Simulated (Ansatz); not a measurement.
hcp Y (0 0 1) on tetragonal ZrO2 (1 0 1) (film strained to the substrate, started from cuts of the bulks and a machine-learned relaxation; slabs Zr10O20 and Y8, which can lie off the formulas)

A periodic stack without vacuum, hcp Y (0 0 1) on tetragonal ZrO2 (1 0 1) (film strained to the substrate, started from cuts of the bulks and a machine-learned relaxation; slabs Zr10O20 and Y8, which can lie off the formulas): substrate slab Zr10O20, film Y8, surface cells [[0, 1], [-1, 0]] and [[-1, 1], [-1, -1]], film strained by -1.0 and +1.1 %, outermost planes O/O and Y/Y as cut, which need not be the usual terminations and can put a slab off its formula.

The start was prepared with a machine-learned potential, and the result is one local minimum, with the in-plane cell held and forces under 0.04 eV/Å; the film can end far from its bulk form.

These are PBE (plane waves to 420 eV, PAW; Ansatz, a quantum-chemistry and plane-wave program) values and carry that method's errors. No spin–orbit coupling; the runs are not spin-polarised; PBE gaps are too small against experiment. Its k-point mesh 5×9×1, Fermi–Dirac width 0.05 eV.

| Item | Result |
|---|---|
| interface area | 23.2 Å² |
| period | 26.27 Å |
| heights between the nearest atoms of the two slabs at the two interfaces | 1.26 and 1.03 Å |
| Y–Zr contacts across the interfaces within 1.22 times the sum of covalent radii | 12, mean 3.40 Å |
| O–Y contacts across the interfaces within 1.22 times the sum of covalent radii | 11, mean 2.49 Å |

```yaml
crystal:
  lattice:
    - [6.40356, 0.00181, -0.17929]
    - [0.00193, 3.61813, 0.17224]
    - [2.47219, 2.14334, 26.34250]
  atoms:
    - { symbol: Zr, position: [0.40091, 0.62817, 0.06661] }
    - { symbol: Zr, position: [0.86554, 0.15614, 0.06435] }
    - { symbol: O, position: [0.20407, 0.15890, 0.05427] }
    - { symbol: O, position: [0.55454, 0.10457, 0.10326] }
    - { symbol: O, position: [0.90940, 0.62107, 0.10088] }
    - { symbol: O, position: [0.59156, 0.25993, 0.00693] }
    - { symbol: Zr, position: [0.99487, 0.54315, 0.18084] }
    - { symbol: Zr, position: [0.49073, 0.04054, 0.18107] }
    - { symbol: O, position: [0.83739, 0.04710, 0.17548] }
    - { symbol: O, position: [0.18899, 0.99545, 0.21790] }
    - { symbol: O, position: [0.56846, 0.50717, 0.21509] }
    - { symbol: O, position: [0.29118, 0.56222, 0.14533] }
    - { symbol: Zr, position: [0.63780, 0.42896, 0.29621] }
    - { symbol: Zr, position: [0.12980, 0.92671, 0.29518] }
    - { symbol: O, position: [0.47745, 0.93619, 0.28833] }
    - { symbol: O, position: [0.82665, 0.89194, 0.33248] }
    - { symbol: O, position: [0.20778, 0.39361, 0.33154] }
    - { symbol: O, position: [0.93593, 0.45832, 0.26228] }
    - { symbol: Zr, position: [0.27742, 0.31776, 0.41193] }
    - { symbol: Zr, position: [0.76405, 0.81866, 0.41013] }
    - { symbol: O, position: [0.10660, 0.82208, 0.40706] }
    - { symbol: O, position: [0.46091, 0.78323, 0.44777] }
    - { symbol: O, position: [0.82169, 0.28085, 0.45048] }
    - { symbol: O, position: [0.57495, 0.35052, 0.37704] }
    - { symbol: Zr, position: [0.90439, 0.20895, 0.52713] }
    - { symbol: Zr, position: [0.37632, 0.70905, 0.52623] }
    - { symbol: O, position: [0.71213, 0.70188, 0.53386] }
    - { symbol: O, position: [0.07780, 0.66870, 0.56818] }
    - { symbol: O, position: [0.43795, 0.16264, 0.57510] }
    - { symbol: O, position: [0.21140, 0.23946, 0.49386] }
    - { symbol: Y, position: [0.66100, 0.61664, 0.62302] }
    - { symbol: Y, position: [0.15555, 0.10765, 0.63164] }
    - { symbol: Y, position: [0.28932, 0.50307, 0.74061] }
    - { symbol: Y, position: [0.79133, 0.00476, 0.73982] }
    - { symbol: Y, position: [0.59462, 0.40367, 0.84523] }
    - { symbol: Y, position: [0.09193, 0.89506, 0.84943] }
    - { symbol: Y, position: [0.24669, 0.26574, 0.96765] }
    - { symbol: Y, position: [0.72090, 0.79496, 0.96054] }
```
